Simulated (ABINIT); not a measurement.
## A self-consistent single point of Sr₂B₄Rh₅ (Fmmm, 11 atoms in the cell) with ABINIT

Method: PBEsol, PAW (JTH v2.0 PBE PAW, files made for PBE) (plane waves; ABINIT 10.0.3).

The input file:

```
# Sr2B4Rh5, JTH v2.0 PBE PAW
pp_dirpath "./"
pseudos "Sr.GGA_PBE-JTH.xml, B.GGA_PBE-JTH.xml, Rh.GGA_PBE-JTH.xml"
acell 13.9822580801 11.6124613095 10.6410682253
rprim
         0.0000000000    0.6668693642    0.7451746447
         0.4415327865    0.0000000000    0.8972451161
         0.4818390684    0.8762597287    0.0000000000
natom 11
ntypat 3
znucl 38 5 45
typat 1 1 2 2 2 2 3 3 3 3 3
xcart
         5.1272824001    9.3243395565   17.8418795138
         5.1272824001    9.3243395565    2.9965688789
         5.1272824001   12.3933526781   13.0940474320
         5.1272824001    6.2553264348    7.7444009607
         5.1272824001    6.2553264348   13.0940474320
         5.1272824001   12.3933526781    7.7444009607
         5.1272824001    9.3243395565   10.4192241964
         2.5636412001    4.6621697782   10.4192241964
         2.5636412001    4.6621697782    0.0000000000
         7.6909236002   13.9865093347   15.6288362945
         2.5636412001    4.6621697782    5.2096120982
ecut 42 Ry
pawecutdg 84 Ry
pawxcdev 0
ixc -116133
occopt 3
tsmear 0.00183747
nband 73
kptopt 1
ngkpt 4 4 4
nshiftk 1
shiftk 0 0 0
nstep 50
tolvrs 1.0e-12
prtwf 0
prtden 0
prtvol 1
enunit 1
```

Output (repeated stretches shortened):

```
 Symmetries : space group Fm m m (# 69); Bravais oF (face-center ortho.)

 -outvars: echo values of preprocessed input variables --------
            acell      1.3982258080E+01  1.1612461310E+01  1.0641068225E+01 Bohr
             ecut      2.10000000E+01 Hartree
           enunit           1
              ixc     -116133
         kptrlatt        4    0    0      0    4    0      0    0    4
          kptrlen      4.10182592E+01
            natom          11
            nband          73
            ngfft          60      60      60
          ngfftdg          90      90      90
             nkpt          18
            nstep          50
             nsym           8
           ntypat           3
           occopt           3
        pawecutdg      4.20000000E+01 Hartree
         pawxcdev           0
            rprim      0.0000000000E+00  6.6686936420E-01  7.4517464470E-01
                       4.4153278650E-01  0.0000000000E+00  8.9724511610E-01
                       4.8183906840E-01  8.7625972870E-01  0.0000000000E+00
          spgroup          69
           tolvrs      1.00000000E-12
           tsmear      1.83747000E-03 Hartree
            typat      1  1  2  2  2  2  3  3  3  3  3
           useylm           1
             xred      8.5620000004E-01  8.5619999995E-01  1.4380000001E-01
                       1.4380000004E-01  1.4379999996E-01  8.5620000000E-01
                       7.9293000005E-01  4.6378999995E-01  5.3621000002E-01
                       2.0707000003E-01  5.3620999997E-01  4.6379000000E-01
                       4.6379000003E-01  7.9292999996E-01  2.0707000000E-01
                       5.3621000005E-01  2.0706999995E-01  7.9293000001E-01
                       5.0000000004E-01  4.9999999996E-01  5.0000000001E-01
                       5.0000000004E-01  4.9999999996E-01  7.4880518453E-12
                       3.8833349730E-11 -4.3215278578E-11  5.0000000001E-01
                       7.5000000004E-01  7.4999999996E-01  7.5000000001E-01
                       2.5000000004E-01  2.4999999996E-01  2.5000000001E-01
            znucl       38.00000    5.00000   45.00000

== DATASET  1 ==================================================================

 Real(R)+Recip(G) space primitive vectors, cartesian coordinates (Bohr,Bohr^-1):
 R(1)=  0.0000000  9.3243396 10.4192242  G(1)= -0.0975175  0.0536231  0.0479882
 R(2)=  5.1272824  0.0000000 10.4192242  G(2)=  0.0975175 -0.0536231  0.0479882
 R(3)=  5.1272824  9.3243396  0.0000000  G(3)=  0.0975175  0.0536231 -0.0479882
 Unit cell volume ucvol=  9.9625542E+02 bohr^3
 Angles (23,13,12)=  7.77165740E+01  5.42428620E+01  4.80405640E+01 degrees

 Coarse grid specifications (used for wave-functions):

 getcut: wavevector=  0.0000  0.0000  0.0000  ngfft=  60  60  60
         ecut(hartree)=     21.000   => boxcut(ratio)=   2.08072

 Fine grid specifications (used for densities):

 getcut: wavevector=  0.0000  0.0000  0.0000  ngfft=  90  90  90
         ecut(hartree)=     42.000   => boxcut(ratio)=   2.20636

   2.03010607E+04                                ecore*ucvol(ha*bohr**3)

_setup2: Arith. and geom. avg. npw (full set) are    4580.484    4580.474

--- !BeginCycle
solver: {iscf: 17, nstep: 50, nline: 4, wfoptalg: 10, }
tolerances: {tolvrs: 1.00E-12, }
...

     iter   Etot(hartree)      deltaE(h)  residm     nres2
 ETOT  1  -620.81529564643    -6.208E+02 5.638E+00 6.342E+02
 ETOT  2  -631.71741888389    -1.090E+01 5.165E-02 1.022E+03
 ETOT  3  -630.73346029577     9.840E-01 3.920E-02 4.007E+01
 ETOT  4  -630.75468459218    -2.122E-02 2.060E-02 2.749E+01
 ETOT  5  -630.74230419720     1.238E-02 6.810E-03 1.511E+01
 ETOT  6  -630.73181556607     1.049E-02 1.469E-02 5.115E+00
   [... 13 lines left out ...]
 ETOT 20  -630.72836974256     7.162E-12 1.885E-04 7.266E-10
 ETOT 21  -630.72836974256     4.775E-12 1.497E-04 3.145E-10
 ETOT 22  -630.72836974257    -8.072E-12 1.031E-04 1.450E-11
 ETOT 23  -630.72836974256     8.754E-12 9.941E-05 3.447E-12
 ETOT 24  -630.72836974257    -8.299E-12 1.006E-04 2.597E-13

 At SCF step   24       nres2   =  2.60E-13 < tolvrs=  1.00E-12 =>converged.

 Cartesian components of stress tensor (hartree/bohr^3)
  sigma(1 1)= -3.09068848E-04  sigma(3 2)= -9.64358357E-13
  sigma(2 2)= -2.37162932E-04  sigma(3 1)=  2.48783669E-12
  sigma(3 3)= -3.11867102E-04  sigma(2 1)= -8.20274404E-13

 ----iterations are completed or convergence reached----

 reduced coordinates (array xred) for   11 atoms
       0.856200000036      0.856199999954      0.143800000010
       0.143800000042      0.143799999960      0.856200000004
       0.792930000045      0.463789999946      0.536210000019
       0.207070000032      0.536209999968      0.463789999996
       0.463790000028      0.792929999963      0.207070000001
       0.536210000050      0.207069999950      0.792930000014
       0.500000000039      0.499999999957      0.500000000007
       0.500000000039      0.499999999957      0.000000000007
       0.000000000039     -0.000000000043      0.500000000007
       0.750000000039      0.749999999957      0.750000000007
       0.250000000039      0.249999999957      0.250000000007
 cartesian forces (eV/Angstrom) at end:
    1      0.00000000000482    -0.00000000000265     0.04525639930303
    2     -0.00000000000482     0.00000000000265    -0.04525639930303
    3      0.00000000001540    -0.31585082222575     0.08007830597631
    4     -0.00000000001540     0.31585082222575    -0.08007830597631
    5      0.00000000000167     0.31585082221636     0.08007830598307
    6     -0.00000000000167    -0.31585082221636    -0.08007830598307
    7      0.00000000000000     0.00000000000000    -0.00000000000000
    8      0.00000000000000     0.00000000000000    -0.00000000000000
    9      0.00000000000000     0.00000000000000    -0.00000000000000
   10      0.00000000000000     0.00000000000000    -0.00000000000000
   11      0.00000000000000     0.00000000000000    -0.00000000000000
 frms,max,avg= 1.1399008E-01 3.1585082E-01   0.000E+00  0.000E+00  0.000E+00 e/A
 length scales= 13.982258080100 11.612461309500 10.641068225300 bohr
              =  7.399092300612  6.145049860621  5.631010779880 angstroms
 Fermi (or HOMO) energy (eV) =  11.58929   Average Vxc (eV)= -12.12292
 Eigenvalues (   eV  ) for nkpt=  18  k points:
 kpt#   1, nband= 73, wtk=  0.01563, kpt=  0.0000  0.0000  0.0000 (reduced coord)
 -67.18268  -67.14587  -66.83890  -66.80202  -66.70163  -35.46796  -35.32612  -35.23977
 -35.21887  -35.08235  -34.92171  -34.90314  -34.88007  -34.85789  -34.85241  -34.83201
 -34.65012  -34.49771  -34.42990  -34.34423  -22.70835  -22.56850   -5.48057   -4.94576
  -4.92739   -4.76108   -4.72941   -4.50371    1.27515    3.44267    4.05349    4.40747
   4.78176    5.97585    6.40792    6.58777    6.90923    6.99486    7.30619    7.49682
   7.57766    7.90775    8.00424    8.01315    8.26957    8.42361    9.13781    9.21128
   9.71588    9.72636    9.89782   10.14694   10.27717   10.50980   10.57132   10.59260
  10.81101   11.08531   12.09148   12.60608   12.62851   12.91266   12.94511   13.54370
  13.78062   13.88803   15.00361   15.89431   16.58170   16.74586   17.90392   18.39729
  18.42068
 prteigrs : prtvol=0 or 1, do not print more k-points.

--- !EnergyTerms
comment             : Components of total free energy in Hartree
kinetic             :  1.01462192914212E+02
hartree             :  1.59406265954303E+02
xc                  : -4.40174413155761E+01
Ewald energy        : -4.56751339346800E+02
psp_core            :  2.03773653984416E+01
local_psp           : -5.22687707297284E+02
spherical_terms     :  1.11483079588041E+02
internal            : -6.30727584104663E+02
'-kT*entropy'       : -7.85720831648732E-04
total_energy        : -6.30728369825494E+02
total_energy_eV     : -1.71629917827136E+04
...

-Cartesian components of stress tensor (GPa)         [Pressure=  8.4154E+00 GPa]
- sigma(1 1)= -9.09311791E+00  sigma(3 2)= -2.83723976E-08
- sigma(2 2)= -6.97757320E+00  sigma(3 1)=  7.31946702E-08
- sigma(3 3)= -9.17544537E+00  sigma(2 1)= -2.41333021E-08

 Calculation completed.
```

The run converged in 24 iterations.

The starting cell comes from a database of computed structures (which also holds hypothetical and non-ambient phases and stackings), without a prior relaxation at this level. Its lattice was rescaled by a random factor within 2.5 % of one. Spin polarisation is off. The potentials were made for another functional than the one used. With a pressure of about 8 GPa the cell is away from its equilibrium volume at this level.

Cost on one core of a shared machine: roughly 20 min.
